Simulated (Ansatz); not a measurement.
System: MgO (model structure, from the CsCl type, Pm-3m, No. 221). Method: G0W0@PBEsol (Ansatz, a program for electronic structure, hard PAW, contour deformation).

The same calculation (at the PBEsol cell, 9.131 Å³/atom) with different numerical settings; throughout: k mesh 2×2×2:

```tsv
run	response cutoff (eV)	empty bands	quasiparticle gap on the mesh (eV)	quasiparticle gap at Γ (eV)	rough time
1	100	76	3.162	4.361	under 3 core-s
2	150	140	3.397	4.565	under 3 core-s
3	200	215	3.504	4.654	7 core-s
4	250	301	3.585	4.723	8 core-s
5	300	396	3.625	4.755	20 core-s
6	400	609	3.668	4.788	20 core-s
7	500	852	(withheld)	(withheld)	50 core-s
```

Task: Some entries are withheld; supply them.

Result: 
- 7, quasiparticle gap on the mesh (eV): 3.693
- 7, quasiparticle gap at Γ (eV): 4.807

In the column quasiparticle gap on the mesh (eV) the first row differs from the last by -0.531 and the next to last by -0.025.

The last row is no converged limit: other settings stay fixed.

A model structure was made by putting elements into a prototype or built by hand; it is no filed structure, need not be a known phase, and can be a saddle point held by its symmetry.
